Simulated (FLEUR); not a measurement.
A self-consistent single point of BiN (P1, 4 atoms in the cell) with FLEUR.

Level of theory: FLEUR with LDA (Perdew-Zunger), all-electron FLAPW (FLEUR), scalar-relativistic valence.

The change in words: atoms moved at random. Reference geometry:
```
CELL_PARAMETERS angstrom
      3.61375     0.00000     0.00000
      0.34592     3.64429     0.00000
      0.07680    -0.00192     5.31776
ATOMIC_POSITIONS crystal
  Bi 0.64966 0.90401 0.96119
  Bi 0.10100 0.35162 0.45974
  N  0.69303 0.94959 0.54568
  N  0.06529 0.29865 0.04431
```

Reference input (self-consistent single point, DFT, LDA (Perdew-Zunger), all-electron FLAPW (FLEUR), scalar-relativistic valence): Kmax = 4.4 1/bohr; GmaxXC = 15.4 1/bohr; xcFunctional = pz; jspins = 1; l_soc = F; mode = hist; fermiSmearingEnergy = 0.00183747 Htr; mesh (inpgen div1-3) = 5 5 3; inpgen gamma flag = false; Gmax = 15.4 1/bohr; numbands = 0; maxIterBroyd = 40. This run's input differs from it in these lines:

```diff
@@ -10,6 +10,6 @@
 4
-83 0.6496600000 0.9040100000 0.9611900000
-83 0.1010000000 0.3516200000 0.4597400000
-7 0.6930300000 0.9495900000 0.5456800000
-7 0.0652900000 0.2986500000 0.0443100000
+83 0.6478750000 0.9076770000 0.9544910000
+83 0.0974370000 0.3617530000 0.4621250000
+7 0.6967530000 0.9372270000 0.5501760000
+7 0.0669150000 0.2972140000 0.0441280000
 
@@ -79,3 +79,3 @@
       <atomGroup species="Bismuth (Bi)">
-         <relPos label="                   1">-.3503400000 -.0959900000 -.0388100000</relPos>
+         <relPos label="                   1">-.3521250000 -.0923230000 -.0455090000</relPos>
          <force calculate="T" relaxXYZ="TTT"/>
@@ -83,3 +83,3 @@
       <atomGroup species="Bismuth (Bi)">
-         <relPos label="                   2">.1010000000 .3516200000 .4597400000</relPos>
+         <relPos label="                   2">.0974370000 .3617530000 .4621250000</relPos>
          <force calculate="T" relaxXYZ="TTT"/>
@@ -87,3 +87,3 @@
       <atomGroup species="Nitrogen (N)">
-         <relPos label="                   3">-.3069700000 -.0504100000 -.4543200000</relPos>
+         <relPos label="                   3">-.3032470000 -.0627730000 -.4498240000</relPos>
          <force calculate="T" relaxXYZ="TTT"/>
@@ -91,3 +91,3 @@
       <atomGroup species="Nitrogen (N)">
-         <relPos label="                   4">.0652900000 .2986500000 .0443100000</relPos>
+         <relPos label="                   4">.0669150000 .2972140000 .0441280000</relPos>
          <force calculate="T" relaxXYZ="TTT"/>
```

The program printed (abridged):

```
 Iteration:     1   Distance:      22.63429779 me/bohr^3
 Iteration:     2   Distance:      18.41980392 me/bohr^3
 Iteration:     3   Distance:       6.47995296 me/bohr^3
 Iteration:     4   Distance:       5.98690353 me/bohr^3
 Iteration:     5   Distance:       1.03935633 me/bohr^3
   [... 10 lines left out ...]
 Iteration:    16   Distance:       0.00009913 me/bohr^3
 Iteration:    17   Distance:       0.00010422 me/bohr^3
 Iteration:    18   Distance:       0.00003755 me/bohr^3
 Iteration:    19   Distance:       0.00000580 me/bohr^3
 Reset of history
 Run finished successfully
 Stop message:
   Structural relaxation: new displacements generated

[file out, last iteration]
             iter=     20
[...]
          total density-effective poten   -7.7324990161E+04
          total charge density-energy d   -7.8721555418E+02
 Updated energy parameters for spin:           1
[...]
 fermi energy and band-weighting factors:

[...]
FERMIE:
          first approx. to ef    (T=0)  :   0.354082 htr   (energy of the highest occ. eigenvalue)
          number of occ. states  (T=0)  :        760
          first approx. to seigv (T=0)  :  -7.134512 htr
          sum of weights of occ. states :  20.000000
          sum of semicore charge        :   0.000000 e
FERHIS:  Fermi-Energy by histogram:
          bandgap                     :   0.038980 htr
   [... lines left out ...]
          charge neutrality (T=0)     :   0.000000    (zero if the highest occ. eigenvalue is "entirely" occupied)
 Direct bandgap for spin            1 :    5.6538890632985839E-002  Htr
 ---->    free energy=                    -43248.7991466798 htr
   [... lines left out ...]
 TOTAL FORCE FOR ATOM TYPE=  2  X=  0.969   Y=  2.490   Z=  4.644
                       FX_TOT= 0.002022 FY_TOT=-0.003302 FZ_TOT=-0.004071
 TOTAL FORCE FOR ATOM TYPE=  3  X= -2.177   Y= -0.431   Z= -4.520
                       FX_TOT= 0.000512 FY_TOT= 0.004883 FZ_TOT=-0.013204
 TOTAL FORCE FOR ATOM TYPE=  4  X=  0.658   Y=  2.047   Z=  0.443
                       FX_TOT= 0.001711 FY_TOT= 0.004814 FZ_TOT=-0.000879
```

The run converged in 19 iterations. FLEUR gives forces in its relaxation mode, with a further iteration, so its stop message speaks of a relaxation. Against the reference run the free energy goes up by 9.7 meV/atom, the largest force goes from 0.303 to 1.028 eV/Å and the gap on the mesh goes from 1.154 to 1.061 eV.

The starting cell comes from a database of computed structures (which also holds hypothetical and non-ambient phases and stackings), without a prior relaxation at this level. Its lattice was rescaled by a random factor within 2.5 % of one. For this run, on top of that: atoms moved at random. Spin-orbit coupling is off. Values depend on the basis (sphere radii, cutoffs, local orbitals), which need not be converged. Forces in this geometry exceed 1 eV/Å.

Cost on one core of a shared machine: roughly 7 min.
